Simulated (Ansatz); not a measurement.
Start from WGe in the rock salt structure (space group Fm-3m, No. 225; a = 5.098 Å; a hypothetical phase, not in the database extracts checked).

Modification: a negative pressure, −2 GPa.

Levels (all Ansatz, an electronic-structure program, PAW, earlier PAW set): PBEsol (420 eV, without spin-orbit coupling); r2SCAN (500 eV, no spin-orbit coupling).

The geometry is relaxed with PBEsol.

| Quantity | Result |
|---|---|
| PBEsol pressure | -2.0 GPa |

Task: How does going to r2SCAN change the pressure?

Result: The pressure rises by 2.6 GPa, from -2.0 GPa to 0.6 GPa.

Single points use the geometry relaxed with PBEsol. Their cutoffs differ, which shifts pressures a little. Load acts through the strain it causes; cell and atoms are relaxed under it. No phonon test of stability was made. All final runs are without spin polarisation. WGe has a high density of states at the Fermi level and may be magnetic at this level.
